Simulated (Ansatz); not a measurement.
A computed series for AlN: response to strain

Consider AlN in the wurtzite structure (space group P6_3mc, No. 186; a = 3.0888 Å, c = 4.9433 Å). Axes: x lies along a and z along c of the hexagonal cell.

Strains are applied to the cell and any free atomic positions relax.

Calculations: LDA (Ansatz, a program for electronic structure; PAW; 420 eV plane waves; without spin-orbit coupling).

Notes on the quantities. pressure: mean of the normal stresses, compression positive.

| change | band gap | electron mass | pressure | volume per atom |
|---|---|---|---|---|
| base | 4.42 eV | 0.32 mₑ (at Γ) | -0.01 GPa | 10.21 Å³ |
| uniaxial strain ε_xx = −2.40 % | 4.69 eV | 0.34 mₑ along x, 0.33 mₑ along y, 0.31 mₑ along z (at Γ) | 5.48 GPa | 9.97 Å³ |
| uniaxial strain ε_xx = −1.80 % | [?] | 0.34 mₑ along x, 0.33 mₑ along y, 0.31 mₑ along z (at Γ) | 4.06 GPa | 10.03 Å³ |
| uniaxial strain ε_xx = −1.20 % | 4.56 eV | 0.33 mₑ along x, 0.32 mₑ along y, 0.31 mₑ along z (at Γ) | 2.67 GPa | 10.09 Å³ |
| uniaxial strain ε_xx = −0.60 % | 4.49 eV | 0.33 mₑ along x, 0.32 mₑ along y, 0.31 mₑ along z (at Γ) | [?] | 10.15 Å³ |

### Question
What belongs in the blanks?

### Answer

- uniaxial strain ε_xx = −1.80 %, band gap: 4.62 eV
- uniaxial strain ε_xx = −0.60 %, pressure: 1.31 GPa

Masses are band curvatures over ±0.01 Å⁻¹ around the edge. No phonon test of stability was made.
